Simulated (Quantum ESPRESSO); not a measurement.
# A short convergence ladder for Au (Fm-3m, 1 atom in the cell)

```xyz
1
Lattice="0.0000 2.0339 2.0339 2.0339 0.0000 2.0339 2.0339 2.0339 0.0000" Properties=species:S:1:pos:R:3 pbc="T T T"
Au     0.0000     0.0000     0.0000
```

Base method: PBEsol, PseudoDojo standard norm-conserving (PBESOL) pseudopotentials (plane waves; Quantum ESPRESSO 7.5).

Base settings: ecutwfc = 80 Ry; occupations = smearing; smearing = fermi-dirac; degauss = 0.0073499 Ry; potentials = {Au: Au.upf}; K_POINTS = automatic 14 14 14 0 0 0; conv_thr = 1e-10 Ry; mixing_beta = 0.4.

The count of work is k-points × plane waves × bands × iterations; it is no time. Core times come from one kind of shared machine, to one figure; runs under 30 s give none.

**The size of a vacancy's supercell**

On Au (Fm-3m, 2 atoms in the cell), and larger cells.

Steps: 2 x 1 x 1 supercell, one Au atom taken out, nothing relaxed; 2 x 2 x 1 supercell, one Au atom taken out, nothing relaxed; and so on, with the mesh thinned in proportion.

Only quantities that move along the ladder and can be compared are tabulated.

```csv
atoms,unrelaxed vacancy energy (eV),count of work / last,core time / last (rough)
2,0.663,0.32,0.2
4,0.652,1.2,1
8,0.497,1.0,1
```

Smallest size that holds the unrelaxed vacancy energy within 0.1 eV: not settled: the last two steps still differ by 0.15 eV, over half the tolerance, so the ladder does not show it.

On the base run: the starting cell has typed, rounded lattice constants, without a prior relaxation at this level. Its lattice was rescaled by up to half a per cent.
